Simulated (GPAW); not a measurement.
Band structure of MgH2 (P4_2/mnm, 6 atoms in the cell).

```
MgH2
1.0
    4.45878     0.00000     0.00000
    0.00000     4.45878     0.00000
    0.00000     0.00000     2.98057
Mg H
2 4
Direct
  0.50000   0.50000   0.50000
  0.00000   0.00000   0.00000
  0.69557   0.69557   0.00000
  0.30443   0.30443   0.00000
  0.80443   0.19557   0.50000
  0.19557   0.80443   0.50000
```

Level of theory: PBE, GPAW PAW datasets PBE (gpaw-data 1.0.1) (plane waves; GPAW).

Settings: mode = pw; ecut = 850 eV; xc = PBE; kpts = 8 8 11; mesh shift (steps) = 0 0 0; occupations.name = fermi-dirac; occupations.width = 0.01 eV; nbands = -8; convergence.density = 1e-05 e/electron; convergence.bands = -6; symmetry.symmorphic = false; symmetry.tolerance = 0.0005; maxiter = 150; bandpath_npoints = 40.

The starting cell comes from a database of computed structures (which also holds hypothetical and non-ambient phases and stackings), without a prior relaxation at this level. Its lattice was rescaled by a random factor within 2.5 % of one.

**Question.** Predict the gap along the standard path and the places of the band edges.

**Answer.** The gap along the path is 3.82 eV, from a point between M and Γ to a point between A and Z|X; the smallest direct gap on it is 4.70 eV.

Levels in eV from the top of the valence band on the SCF mesh, bands 9 to 16:
```csv
point,9,10,11,12,13,14,15,16
Γ,-6.57,-1.46,-1.46,-0.41,4.73,5.20,9.37,9.37
X,-4.91,-4.91,-0.49,-0.49,5.44,5.44,10.26,10.26
M,-3.80,-3.80,-2.79,-2.79,9.28,9.28,9.37,9.37
Z,-3.07,-3.07,-0.06,-0.06,6.56,6.56,6.92,6.92
R,-2.30,-2.30,-1.09,-1.09,5.28,5.28,6.96,6.96
A,-1.89,-1.89,-0.96,-0.96,4.00,4.00,4.21,4.21
```
